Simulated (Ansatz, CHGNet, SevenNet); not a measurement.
## How the lattice constant a of ZnSnO3 (R3c, No. 161; start mp-13334) moves with the method

No measured value is used here.

```json
[
 {"level (code)": "CHGNet 0.3.0 (CHGNet)", "value (Å)": "5.353"},
 {"level (code)": "SevenNet-0 (SevenNet)", "value (Å)": "5.349"},
 {"level (code)": "SevenNet-l3i5 (SevenNet)", "value (Å)": "5.345"},
 {"level (code)": "LDA (Ansatz)", "value (Å)": "(withheld)"},
 {"level (code)": "PBE (Ansatz)", "value (Å)": "(withheld)"},
 {"level (code)": "PBEsol (Ansatz)", "value (Å)": "5.278"},
 {"level (code)": "PBE-D3(BJ) (Ansatz)", "value (Å)": "5.314"},
 {"level (code)": "PBE-D4 (Ansatz)", "value (Å)": "5.311"}
]
```

Question: Fill in the missing entries.

Answer: 
- LDA (Ansatz, a first-principles code), value (Å): 5.225
- PBE (Ansatz), value (Å): 5.341

CHGNet 0.3.0, SevenNet-0, SevenNet-l3i5, LDA, PBE, PBEsol, PBE-D3(BJ), PBE-D4: the relaxation could not lower the start's symmetry, so the cell can be a saddle point above a distorted one. Ansatz's density-functional and Hartree–Fock values are scalar-relativistic unless marked +SOC, with PAW data made under PBE.

Machine-learned potentials (CHGNet 0.3.0, SevenNet-0, SevenNet-l3i5) are trained on DFT data, which may include these solids.

A start named mp-… is a Materials Project structure, which can be a computed phase never made.
